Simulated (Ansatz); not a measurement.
The starting structures come from a database of crystals and need not be the phases stable at ambient conditions.

The decay constant κ of evanescent states in the gap governs leakage through a thin film.

Data:

```
CELL_PARAMETERS angstrom
      5.99998     0.00000     0.00000
     -2.99999     8.94830     0.00000
      0.00000    -2.11349     5.77559
ATOMIC_POSITIONS crystal
  Ba 0.08900 0.21832 0.59450
  Ba 0.87068 0.78168 0.40550
  Ba 0.37068 0.78168 0.87618
  Ba 0.58900 0.21832 0.12382
  In 0.25582 0.50000 0.18675
  In 0.75582 0.50000 0.81325
  In 0.47507 0.00000 0.50000
  In 0.97507 0.00000 0.00000
  O  0.59753 0.50000 0.11629
  O  0.09753 0.50000 0.88371
  O  0.59091 0.27416 0.58585
  O  0.31675 0.72584 0.41415
  O  0.81675 0.72584 0.81169
  O  0.09091 0.27416 0.18831
  O  0.22107 0.98460 0.23810
  O  0.23647 0.01540 0.76190
  O  0.73647 0.01540 0.75350
  O  0.72107 0.98460 0.24650
```

Space group of this cell: Ima2. The cell is taken as given; by PBEsol its mean pressure is -2.5 GPa.

Transport runs along the normal of the first two printed cell vectors.

The gap is the functional's own. No spin-orbit coupling. Mid-gap values are interpolated on the energy grid.

Problem. State the band gap and the smallest decay constant κ at mid-gap according to Ansatz (an electronic-structure program) with PBEsol.

Solution. Gap 0.87 eV on a 6×6×6 mesh; κ = 0.143 1/Å, at the zone centre.
